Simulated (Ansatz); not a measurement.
Input and output of a self-consistent single point for Ni3Ge (P4mm, 4 atoms in the cell) (Ansatz, a first-principles code).

Computed with PBEsol, PAW files made with PBE (plane waves; Ansatz).

The change in words: lattice scaled by 0.98; basis.ecutwfc: 420 eV → 630 eV. Reference geometry:
```xyz
4
Lattice="3.5409 0.0000 0.0000 0.0000 3.5409 0.0000 0.0000 0.0000 3.5409" Properties=species:S:1:pos:R:3 pbc="T T T"
Ni     1.7705     0.0000     1.7705
Ni     0.0500     1.7705     1.7705
Ni     1.7705     1.7705     0.0000
Ge     0.0000     0.0000     0.0000
```

Reference input (self-consistent single point, DFT, PBEsol, plane waves, PAW files made with PBE): basis.ecutwfc = 420 eV; kpoints.mp_grid.grid = 9 9 9; hamiltonian.xc = pbesol; hamiltonian.pseudopotentials = {kind: paw} (the program's default PAW files); scf.occupations.method = gaussian; scf.occupations.width = 0.1 eV. This run's input differs from it in these lines:

Ansatz 0.2 input:
```diff
@@ -2,5 +2,5 @@
   lattice:
-    - [3.540921, 0.000000, 0.000000]
-    - [0.000000, 3.540921, 0.000000]
-    - [0.000000, 0.000000, 3.540921]
+    - [3.470103, 0.000000, 0.000000]
+    - [0.000000, 3.470103, 0.000000]
+    - [0.000000, 0.000000, 3.470103]
   atoms:
@@ -11,3 +11,3 @@
 basis:
-  ecutwfc: 420.0
+  ecutwfc: 630.0
 kpoints:
```

Log, with long lists cut:

```
SCF iter   1: F=—  HF=-21670.758548 eV  |F-HF|=—  |Δ(HF+E_count)|=         —  Δρ=9.23e-2  dr2=4.18e0  ethr=3.10e-3  ⟨swp⟩=5.0  Hψ=12452  notcnv=0  defer=16
all-band conjugate gradients solve this SCF's bands
preconditioner: auto → Kerker (q_TF=auto, 2.959 Å⁻¹)
SCF iter   2: F=—  HF=-21670.172026 eV  |F-HF|=—  |Δ(HF+E_count)|=   5.87e-1  Δρ=4.45e-2  dr2=1.39e0  ethr=3.10e-3  ⟨swp⟩=2.3  Hψ=4076  notcnv=0  defer=147
   [... lines left out ...]
SCF iter   7: F=—  HF=-21669.745674 eV  |F-HF|=—  |Δ(HF+E_count)|=   7.80e-5  Δρ=3.49e-4  dr2=4.10e-5  ethr=4.36e-7  ⟨swp⟩=2.0  Hψ=5494  notcnv=0  defer=139
SCF iter   8: F=—  HF=-21669.745724 eV  |F-HF|=—  |Δ(HF+E_count)|=   4.95e-5  Δρ=8.82e-5  dr2=3.70e-6  ethr=6.03e-8  ⟨swp⟩=2.0  Hψ=4091  notcnv=0  defer=139
SCF iter   9: F=—  HF=-21669.745723 eV  |F-HF|=—  |Δ(HF+E_count)|=   9.54e-7  Δρ=2.29e-5  dr2=2.41e-7  ethr=5.44e-9  ⟨swp⟩=2.0  Hψ=4318  notcnv=0  defer=139
SCF iter  10: F=-21669.745722 eV  HF=-21669.745723 eV  |F-HF|=1.01e-8  |Δ(HF+E_count)|=   1.08e-7  Δρ=6.11e-6  dr2=8.95e-9  ethr=1.47e-10  ⟨swp⟩=10.1  Hψ=14852  notcnv=0
SCF 1 converged in 10 iterations: F = -21669.745722 eV  dr2 = 8.95e-9
Free energy (F): -21669.745722 eV
Internal energy: -21669.735773 eV  (E = F + TS)
E sigma→0 (E₀):  -21669.740748 eV
Entropy (-TS):   -0.009950 eV (-2.487 meV/atom)
Fermi energy:    19.580587 eV
--- Forces (eV/Å), atoms counted from 1 ---
  atom   1  Ni     0.33796867     0.00000000     0.00000000
  atom   2  Ni    -0.62292640    -0.00000000     0.00000000
  atom   3  Ni     0.33796867     0.00000000     0.00000000
  atom   4  Ge    -0.05300996    -0.00000000     0.00000000
--- Stress (GPa, compression-positive) ---
       11.761277       0.000000       0.000000
        0.000000      11.721338       0.000000
        0.000000       0.000000      11.721338
  P = ⅓ Tr σ = 11.7347 GPa (117.347 kbar)
  The stress holds the Pulay correction. Without it, at fixed plane waves, as pw.x and ABINIT print it: P = 11.6941 GPa
```

The run converged in 10 iterations. Against the reference run the free energy rises by 13.8 meV/atom, the pressure goes from -2.64 to 11.73 GPa and the largest force goes from 0.501 to 0.623 eV/Å.

The starting cell comes from a database of computed structures (which also holds hypothetical and non-ambient phases and stackings), without a prior relaxation at this level. Its lattice was rescaled by up to half a per cent. One atom was moved a little off its site on purpose. For this run, on top of that: lattice scaled by 0.98. Spin polarisation is off. Ansatz's pressure includes its estimate of the finite-basis (Pulay) stress.
